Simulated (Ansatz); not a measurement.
Input:

```xyz
2
Lattice="0.0000 2.5973 2.5973 2.5973 0.0000 2.5973 2.5973 2.5973 0.0000" Properties=species:S:1:pos:R:3 pbc="T T T"
Se     3.8959     3.8959     3.8959
Be     0.0000     0.0000     0.0000
```

No spin polarisation.

Calculations: plane-wave PAW DFT at the PBEsol level (Ansatz, an electronic-structure program, 420 eV), no SOC. k-mesh 11×11×11 (Γ-centred); smearing 0.05 eV (Fermi–Dirac).

Q: What is the computed electron mass?

A: 0.86 mₑ along k, 0.27 mₑ across (at X).

Q: Estimate the smallest direct gap.

A: 4.01 eV.

Q: What is the computed band gap?

A: 2.55 eV.

Q: What pressure does the calculation give?

A: -2.82 GPa.

The cells carry an imposed strain or load. Effective masses come from finite differences of ±0.01 Å⁻¹. Along k means along the line from Γ to the band edge. Whether these cells are dynamically stable was not tested. The cell was made from BeSe in the zinc blende structure (space group F-43m, No. 216) by this change: isotropic strain +1.28 %.
